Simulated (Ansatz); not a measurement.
We consider cubic perovskite CsPbBr₃ (cubic high-temperature phase), described by RPBE (PAW; Ansatz, a first-principles code).

Run with plane-wave cutoff 520 eV, 6×6×6 k mesh, Fermi–Dirac smearing 0.01 eV, scalar-relativistic PAW data made under PBE.

Equation-of-state points:

| V (Å³/atom) | E − E_lowest (meV/atom) | P (GPa) |
|---|---|---|
| 43.439 | 9.01 | 1.103 |
| 44.363 | 3.85 | 0.693 |
| 45.287 | 0.93 | 0.327 |
| 46.212 | 0.00 | 0.000 |
| 47.136 | 0.86 | -0.292 |
| 48.060 | 3.31 | -0.554 |
| 48.984 | 7.19 | -0.787 |

Question: Estimate the bulk modulus from the pressures at 45.287 and 47.136 Å³/atom, and compare it with a fit to all energies.

Answer: B = −V dP/dV. Between V = 45.287 and 47.136 Å³/atom, dP/dV = (-0.292 − (0.327))/(47.136 − 45.287) = -0.335 GPa per Å³/atom; at the midpoint 46.212 Å³/atom this gives B ≈ 15.5 GPa. The third-order Birch–Murnaghan fit gives V0 = 46.212 Å³/atom, B0 = 15.5 GPa, B′ = 4.6, which lies within 1 % of that estimate.

Note: the cell is over a tenth larger than the published one: the level's own overestimate first of all, though another phase or state, or a fault of the published cell, is possible; the relaxation could not lower the start's symmetry, so the cell can be a saddle point above a distorted one.

Spin–orbit coupling is not included; it can shift volumes and moduli of such heavy elements.

Computed values are for the static lattice.
